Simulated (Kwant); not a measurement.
Kwant, Hückel tight-binding model, one pz orbital an atom, one spin, coherent transport at 0 K. Conductance is in e²/h.

Device: π system c1cc2ccc3cccc4ccc(c1)c2c34 between two chain leads. The π system is taken as planar. Atoms are numbered from 0 in the order of the SMILES. Site energies (eV, carbon 0): [0.0, 0.0, 0.0, 0.0, 0.0, 0.0, 0.0, 0.0, 0.0, 0.0, 0.0, 0.0, 0.0, 0.0, 0.0, 0.0]. Bonds (i, j, β in eV): (0,1,-2.4) (1,2,-2.4) (2,3,-2.4) (3,4,-2.4) (4,5,-2.4) (5,6,-2.4) (6,7,-2.4) (7,8,-2.4) (8,9,-2.4) (9,10,-2.4) (10,11,-2.4) (11,12,-2.4) (12,13,-2.4) (12,14,-2.4) (14,15,-2.4) (13,0,-2.4) (14,2,-2.4) (15,5,-2.4) (15,9,-2.4). Leads: chains of hopping −3.6 eV, joined by −0.48 eV to atoms 0 and 4.

Site energies and bond integrals are typed Hückel values.

Sweep values stay those of the base run.

One input was changed, with this effect: transmission at E = 0 < 1e-12 → 7.9e-5.

### Question
Which change was it?
A. contacts moved from atoms [0, 4] to [1, 6]
B. contacts moved from atoms [0, 4] to [3, 11]
C. contacts moved from atoms [0, 4] to [1, 10]
D. contacts moved from atoms [0, 4] to [0, 1]
E. contacts moved from atoms [0, 4] to [1, 13]
F. contacts moved from atoms [0, 4] to [0, 7]

### Answer
F, contacts moved from atoms [0, 4] to [0, 7]
